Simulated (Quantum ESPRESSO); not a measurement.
Checking a run of Quantum ESPRESSO on AsAu₃ (P6_3/mmc, 8 atoms in the cell). The aim is a self-consistent single point with DFT, PBEsol, plane waves, GBRV 1.5 ultrasoft (PBESOL) pseudopotentials.

Cell that was meant: a = 5.9590 Å, b = 5.9590 Å, c = 4.8089 Å, α = 90.00°, β = 90.00°, γ = 120.00°.

Part of the input:

```fortran
 mixing_beta = 0.4
/
ATOMIC_SPECIES
As    74.9216  au_pbesol_v1.uspp.F.UPF
Au   196.9666  as_pbesol_v1.uspp.F.UPF
ATOMIC_POSITIONS {alat}
As  0.5000000000    0.2886751346    0.2017502073
As  0.0000000000    0.5773502692    0.6052506217
Au  0.2502525000    0.1444833482    0.6052506217
Au  0.2497475000    0.7215420555    0.2017502073
Au  0.0000000000    0.2889666965    0.2017502073
Au  0.5000000000    0.5770587073    0.6052506217
Au  0.7497475000    0.1444833482    0.6052506217
Au  -0.2497475000    0.7215420555    0.2017502073
K_POINTS {automatic}
4 4 4  0 0 0
CELL_PARAMETERS {alat}
```

The program printed (abridged):

```
     Message from routine setup:
     using ibrav=0 with symmetry is DISCOURAGED, use correct ibrav instead
     G-vector sticks info
   [... lines left out ...]
        k(    1) = (   0.0000000   0.0000000   0.0000000), wk =   0.0312500
        k(    2) = (   0.0000000   0.0000000   0.3097890), wk =   0.0625000
        k(    3) = (   0.0000000   0.0000000  -0.6195781), wk =   0.0312500
   [... 9 lines left out ...]

     Dense  grid:    96417 G-vectors     FFT dimensions: (  72,  72,  54)

     Smooth grid:    34117 G-vectors     FFT dimensions: (  45,  45,  40)

     Initial potential from superposition of free atoms

     starting charge      51.9984, renormalised to      52.0000
     Self-consistent Calculation

     iteration #  1     ecut=    40.00 Ry     beta= 0.40

     Threshold (ethr) on eigenvalues was too large:
     Diagonalizing with lowered threshold

     total energy              =    -468.95584813 Ry
     estimated scf accuracy    <       0.46770902 Ry

     iteration #  2     ecut=    40.00 Ry     beta= 0.40

     total energy              =    -469.11600048 Ry
     estimated scf accuracy    <       0.22305562 Ry

     iteration #  3     ecut=    40.00 Ry     beta= 0.40

     total energy              =    -469.13273450 Ry
     estimated scf accuracy    <       0.01516269 Ry

   [... 10 blocks of this kind left out ...]

     iteration # 14     ecut=    40.00 Ry     beta= 0.40

     total energy              =    -469.13964176 Ry
     estimated scf accuracy    <          4.6E-10 Ry

     iteration # 15     ecut=    40.00 Ry     beta= 0.40
     End of self-consistent calculation

     the Fermi energy is    10.4242 ev

!    total energy              =    -469.13964176 Ry
     estimated scf accuracy    <          5.4E-12 Ry
     smearing contrib. (-TS)   =       0.00088261 Ry
     internal energy E=F+TS    =    -469.14052437 Ry

     convergence has been achieved in  15 iterations

     Forces acting on atoms (cartesian axes, Ry/au):

     atom    1 type  1   force =     0.00000000    0.00000000    0.00000000
     atom    2 type  1   force =     0.00000000   -0.00000000    0.00000000
     atom    3 type  2   force =     0.00736971    0.00425490   -0.00000000
     atom    4 type  2   force =    -0.00736971   -0.00425490    0.00000000
   [... lines left out ...]

     Total force =     0.020845     Total SCF correction =     0.000000

          total   stress  (Ry/bohr**3)                   (kbar)     P=      -11.26
  -0.00020635  -0.00000000   0.00000000          -30.36       -0.00        0.00
  -0.00000000  -0.00020635   0.00000000           -0.00      -30.36        0.00
  -0.00000000  -0.00000000   0.00018300           -0.00       -0.00       26.92

   JOB DONE.
```

Q: Is anything amiss in this input, and did it matter?

A: The run is not sound. The fault is potential files assigned to the wrong elements. Each file describes one element; swapped files give the atoms the wrong cores and charges. To fix it, match the files to the elements. The run converged in 15 iterations without an error; against the sound input the pressure goes from -7.74 to -1.13 GPa and the largest force goes from 0.047 to 0.219 eV/Å.

An input that runs soundly differs in these lines (not the only fix; some lines may just follow from the change or write a value another way):
```diff
-As    74.9216  au_pbesol_v1.uspp.F.UPF
-Au   196.9666  as_pbesol_v1.uspp.F.UPF
+As    74.9216  as_pbesol_v1.uspp.F.UPF
+Au   196.9666  au_pbesol_v1.uspp.F.UPF
-As  0.5000000000    0.2886751346    0.2017502073
-As  0.0000000000    0.5773502692    0.6052506217
-Au  0.2502525000    0.1444833482    0.6052506217
-Au  0.2497475000    0.7215420555    0.2017502073
-Au  0.0000000000    0.2889666965    0.2017502073
-Au  0.5000000000    0.5770587073    0.6052506217
-Au  0.7497475000    0.1444833482    0.6052506217
-Au  -0.2497475000    0.7215420555    0.2017502073
+As    0.5000000000    0.2886751346    0.2017502073
+As    0.0000000000    0.5773502692    0.6052506217
+Au    0.2502525000    0.1444833482    0.6052506217
+Au    0.2497475000    0.7215420555    0.2017502073
+Au    0.0000000000    0.2889666965    0.2017502073
+Au    0.5000000000    0.5770587073    0.6052506217
+Au    0.7497475000    0.1444833482    0.6052506217
+Au   -0.2497475000    0.7215420555    0.2017502073
```

With that input, the run converged in 26 iterations: free energy E − TS -10454.0526 eV; Fermi level (on the code's own zero) 12.58 eV; pressure -7.74 GPa; largest force (vector length) 0.047 eV/Å (DFT, PBEsol, plane waves, GBRV 1.5 ultrasoft (PBESOL) pseudopotentials).

On the sound input: the starting cell comes from a database of computed structures (which also holds hypothetical and non-ambient phases and stackings), without a prior relaxation at this level. With a pressure of about -8 GPa the cell is away from its equilibrium volume at this level. The run gives no clean gap (levels at the Fermi energy touch, overlap or are partly filled at this smearing), which alone does not show that the compound is a metal.
